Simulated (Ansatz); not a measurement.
Be2C, response to strain

The parent structure is Be$_{2}$C (space group Fm-3m, No. 225).

```xyz
3
Lattice="0.0000 2.1550 2.1550 2.1550 0.0000 2.1550 2.1550 2.1550 0.0000" Properties=species:S:1:pos:R:3 pbc="T T T"
Be     3.2325     3.2325     3.2325
Be     1.0775     1.0775     1.0775
C      0.0000     0.0000     0.0000
```

Cartesian axes are those of the cell as printed.

Strains are applied to the cell and any free atomic positions relax; under biaxial strain the out-of-plane vector relaxes too.

Calculations: DFT with PBEsol, PAW potentials and a 420 eV plane-wave cutoff in Ansatz (a quantum-chemistry and plane-wave program), no SOC, earlier PAW set.

Candidates:
(a) isotropic strain +1.01 %
(b) biaxial strain −3.24 %, plane normal [001], relaxed out of plane
(c) strain tensor (xx, yy, zz, yz, xz, xy) = (−1.90, +0.39, +1.00, +0.95, +0.72, +1.15) %
(d) biaxial strain +2.77 %, plane normal [110], relaxed out of plane

Before the change:

* **Band gap**: 1.08 eV

Task: Order them by band gap, lowest first.

Result: (c) strain tensor (xx, yy, zz, yz, xz, xy) = (−1.90, +0.39, +1.00, +0.95, +0.72, +1.15) % (0.67 eV), (b) biaxial strain −3.24 %, plane normal [001], relaxed out of plane (0.83 eV), (d) biaxial strain +2.77 %, plane normal [110], relaxed out of plane (0.89 eV), (a) isotropic strain +1.01 % (1.07 eV)

A biaxial case was relaxed in a doubled cell and then solved in the primitive one. Stability against distortions was not tested.
